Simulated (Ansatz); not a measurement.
Defect: interstitial Zr in monoclinic ZrO2, charge state +4. Method: PBE, PAW (plane waves to 420 eV; Ansatz, an electronic-structure program).

Cell of 96 host sites held at the relaxed PBE lattice; the Γ point alone; Fermi-Dirac width 0.01 eV, spin-restricted; finite-size errors left in. Static, classical nuclei. The charge state is imposed; whether it is stable for some Fermi level was not computed. Sites that were not tried may lie lower.

Barriers: single points on a 2×2×2 k-point mesh shifted by half a step at the bands' geometries.

The step: a concerted move, in which Zr travels most. Atoms about the jump, Cartesian Å from the middle of the jump, before and after:

```
atom     x0     y0     z0     x1     y1     z1
----  -----  -----  -----  -----  -----  -----
Zr1    0.63  -0.20   0.30  -0.63   0.20  -0.30
O2    -0.09   0.92   1.80   0.01   0.83   1.68
O3    -0.01  -0.83  -1.68   0.09  -0.92  -1.80
O4    -0.57  -1.70   0.83  -0.45  -1.59   0.75
O5     0.45   1.59  -0.75   0.57   1.70  -0.83
O6     2.30  -1.31  -0.35   2.40  -1.24  -0.18
O7    -2.40   1.24   0.18  -2.30   1.31   0.35
Zr8    1.99   0.24  -2.02   2.03   0.21  -1.71
Zr9   -2.03  -0.21   1.71  -1.99  -0.24   2.02
Zr10   1.30   2.62   1.13   1.31   2.46   1.11
Zr11  -1.31  -2.46  -1.11  -1.30  -2.62  -1.13
O12    2.69   1.16   0.10   2.90   1.29   0.06
O13   -2.90  -1.29  -0.06  -2.69  -1.16  -0.10
Zr14   1.28  -3.03   1.11   1.24  -2.84   1.11
Zr15  -1.24   2.84  -1.11  -1.28   3.03  -1.11
O16    1.70  -1.13   2.12   1.90  -1.34   2.48
O17   -1.90   1.34  -2.48  -1.70   1.13  -2.12
O18    0.42  -3.57  -0.76   0.47  -3.54  -0.80
O19   -0.47   3.54   0.80  -0.42   3.57   0.76
O20   -1.01  -0.89   3.45  -0.93  -0.96   3.52
O21    0.93   0.96  -3.52   1.01   0.89  -3.45
Zr22   3.60  -0.21   1.50   3.51  -0.22   1.51
Zr23  -3.51   0.22  -1.51  -3.60   0.21  -1.50
Zr24   0.78   0.23   3.74   0.85   0.20   3.74
Zr25  -0.85  -0.20  -3.74  -0.78  -0.23  -3.74
O26    2.29   1.45   2.73   2.34   1.37   2.72
O27   -2.34  -1.37  -2.72  -2.29  -1.45  -2.73
```

Task: Where do these atoms stand at the saddle point, and how high is it?

Result: 
```
atom      x      y      z
----  -----  -----  -----
Zr1    0.01   0.00   0.00
O2     0.09   0.88   1.81
O3    -0.09  -0.87  -1.82
O4    -0.64  -1.72   0.86
O5     0.63   1.72  -0.87
O6     1.99  -0.99  -0.09
O7    -2.00   1.00   0.08
Zr8    2.09   0.30  -1.86
Zr9   -2.09  -0.29   1.85
Zr10   1.38   2.57   1.12
Zr11  -1.38  -2.56  -1.13
O12    2.97   1.36   0.05
O13   -2.97  -1.35  -0.06
Zr14   1.22  -2.89   1.14
Zr15  -1.22   2.89  -1.15
O16    1.86  -1.36   2.51
O17   -1.86   1.37  -2.52
O18    0.41  -3.50  -0.78
O19   -0.41   3.51   0.78
O20   -1.02  -0.90   3.47
O21    1.02   0.91  -3.48
Zr22   3.47  -0.17   1.54
Zr23  -3.47   0.18  -1.55
Zr24   0.81   0.22   3.77
Zr25  -0.82  -0.21  -3.78
O26    2.38   1.40   2.73
O27   -2.38  -1.39  -2.74
```
It lies 0.63 eV above the start and 0.63 eV above the end. The saddle point's order was not checked, and it lies on a symmetry element of the cell, where a band can be held.
